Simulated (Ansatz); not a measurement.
Task: Name crystals whose hole conductivity mass lies between 2.2 and 3.4 mₑ and whose Seebeck coefficient, p-type 1e19 cm⁻³ lies between 490 and 760 μV/K, by PBEsol, rigid bands run with Ansatz (a first-principles code).

Result: Many crystals can fit; among those computed here:
- Cd2SnO4 (Pbam): 2.9 mₑ, 568 μV/K
- NaCl (Fm-3m): 3.1 mₑ, 551 μV/K
- V$_{2}$O$_{5}$ (Pmmn): 3.3 mₑ, 548 μV/K
- CsCl (Pm-3m): 3.1 mₑ, 540 μV/K
- MgO (Fm-3m): 2.3 mₑ, 507 μV/K

Masses are for dilute carriers at 300 K, harmonic means over directions unless an axis is named. Seebeck coefficients are for the stated density at 300 K, with one relaxation time for all states and whether or not that doping can be reached. Spin-orbit coupling is left out.

Formula and space group known from diffraction (Crystallography Open Database), not checked to be the room-temperature form: Cd2SnO4 (Pbam), V2O5 (Pmmn). Treated as nonmagnetic, magnetic states not searched for: V2O5 (Pmmn).
